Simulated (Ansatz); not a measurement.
The starting structures come from a database of crystals and need not be the phases stable at ambient conditions.

Data:

```
CELL_PARAMETERS angstrom
      3.55827     0.00000     0.00000
      0.00000     3.55827     0.00000
      1.77914    -1.77914     2.59156
ATOMIC_POSITIONS crystal
  Hf 0.00000 0.00000 0.00000
  O  0.25000 0.25000 0.50000
  O  0.75000 0.75000 0.50000
```

Space group of this cell: I4/mmm. The cell is strained (lengths along the current scaled by 1.03, ions clamped); by r2SCAN its mean pressure is -3.6 GPa.

Transport runs along the normal of the first two printed cell vectors, the (001) (indices of the unstrained crystal) plane of the conventional cell.

The gap is the functional's own, uncorrected, and κ follows it; spin-orbit coupling is left out. Mid-gap values are interpolated between the computed energies.

Task: Compute, with Ansatz (a quantum-chemistry and plane-wave program) with r2SCAN, the band gap and the smallest decay constant κ at mid-gap.

Result: Gap 4.07 eV on a 12×12×12 mesh; κ = 0.289 1/Å, at the zone centre.
